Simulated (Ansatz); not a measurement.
Cell and atoms of amorphous Ge₁₂Sb₁₂Te₂₈C₄:

```xyz
56
Lattice="11.8539 0.0000 0.0000 0.0000 11.8539 0.0000 0.0000 0.0000 11.8539" Properties=species:S:1:pos:R:3 pbc="T T T"
Ge    10.9286     8.7913     2.5200
Ge     7.9880     6.6560    11.6431
Ge     3.6381     3.6689     9.0075
Ge    10.6030     2.2531    11.8211
Ge     1.8450     5.2072    10.8386
Ge     5.6911     4.9378     9.9896
Ge    11.2430     3.7258     7.9673
Ge     1.2308    10.8433     4.1313
Ge     5.4084     2.4257     0.7454
Ge     0.9052     9.4360     6.2538
Ge     8.1272     2.2479     5.0923
Ge    11.4752     5.5747     2.9200
Sb     0.0869     2.5218     4.5865
Sb     3.0674     1.4284     2.6808
Sb     1.6767     5.2794     6.3081
Sb     1.6873    10.3746     0.7633
Sb     3.5081    11.2971     9.5475
Sb     4.7256     7.3820     7.3089
Sb     7.1945     9.6111     2.3043
Sb     5.2806     6.3818     2.8139
Sb    10.3666    11.7586     2.1284
Sb     7.4733    10.3327     7.3375
Sb    10.8969    10.9171     8.2814
Sb     2.8670     1.4265     6.0859
Te    10.0250     0.1457     5.0127
Te     6.6245     8.3125     5.3757
Te     1.9816     4.3627     3.0901
Te     8.7224     0.5128     9.6609
Te     9.9238     3.4573     2.4495
Te    11.8056     9.3508    10.4116
Te     3.7609    10.4319     3.1750
Te     8.6460     2.7653     7.8710
Te     7.0894     0.7738     2.1992
Te     7.5305     3.6748    11.4369
Te     6.2081     0.3736     5.4647
Te    11.0004     4.7415    10.5457
Te     5.3440     1.5524     9.2651
Te    10.4133     5.8766     5.4271
Te     7.2733     6.3466     8.4288
Te     0.8974     1.3251     8.3749
Te     1.6253     7.2629     0.9866
Te    10.1947     8.6772     5.1097
Te     8.6101     9.6583    11.6641
Te     3.5045    10.5613     6.7907
Te     5.1046     6.9364    11.7883
Te     1.4903     1.5127     0.1931
Te     4.5658     4.5432     6.5073
Te     5.6390     3.5906     3.3119
Te     8.0951     6.6186     2.5676
Te     1.7371     6.9216     8.7036
Te     2.4584     7.6337     4.8913
Te     5.7960     9.5011     9.5206
C      1.6238     0.9613     4.2966
C      0.2518    10.4126     2.4354
C      9.3640     9.8369     1.8391
C     11.5037     7.1107     1.7752
```

Level of theory: PBE-D3(BJ), scalar-relativistic without spin-orbit coupling, PAW (Ansatz default set, large-core Te) (plane waves to 420 eV; Ansatz, a program for electronic structure).

Preparation: random packing, a CHGNet melt and quench, and a DFT relaxation. It is a model cell: composition and starting density were chosen by hand, and all elements were melted together. The geometry includes D3(BJ) dispersion. Its density started from a set value of 5.61 and ended at 5.94 g/cm³. Cooling (nominally 340 K/ps over its main leg) ran many orders faster than in experiment, which tends to leave more defects and strain. A cell of this size samples the disorder only roughly. The volume was free in the relaxation, at fixed shape. Stress components on the final sampling reach 0.5 GPa. On a 2×2×2 Γ-centred mesh force components of up to 0.14 eV/Å stay, since the relaxation ran on one k-point at (1/4, 1/4, 1/4).

Bonds are counted up to Ge-Ge 2.78 Å, Ge-Sb 3.11 Å, Ge-Te 3.14 Å, Ge-C 2.34 Å, Sb-Sb 3.34 Å, Sb-Te 3.22 Å, Sb-C 2.58 Å, Te-Te 3.31 Å, Te-C 2.57 Å, C-C 1.82 Å.

Q: Give the coordination numbers, mean bond lengths and angles.

A: 
The mean coordination of Ge comes out as 3.58 (6 with 3, 5 with 4, 1 with 5). The mean coordination of Sb is 3.50 (7 with 3, 4 with 4, 1 with 5) and the mean coordination of Te is 2.57 (12 with 2, 16 with 3). The mean coordination of C is 3.75 (1 with 3, 3 with 4), the mean Sb-Te bond is 2.960 Å (spread 0.099 Å, 34 counted) and the mean Ge-Te bond comes out as 2.794 Å (spread 0.098 Å, 32 counted). The mean Sb-C bond comes out as 2.214 Å (spread 0.014 Å, 7 counted) and the mean Ge-C bond comes out as 1.978 Å (spread 0.041 Å, 6 counted). The bond angle at Ge is mean 100.9°, spread 21.4° and the bond angle at Sb comes out as mean 95.5°, spread 26.0°. The bond angle at Te is mean 96.2°, spread 17.3° and the bond angle at C is mean 109.7°, spread 11.4°.

Q: List the pairs of like atoms that count as bonded by the rules above.

A: Ge3-Ge6 (2.61 Å), Ge8-Ge10 (2.57 Å), Te28-Te32 (2.88 Å), Te38-Te42 (2.83 Å).
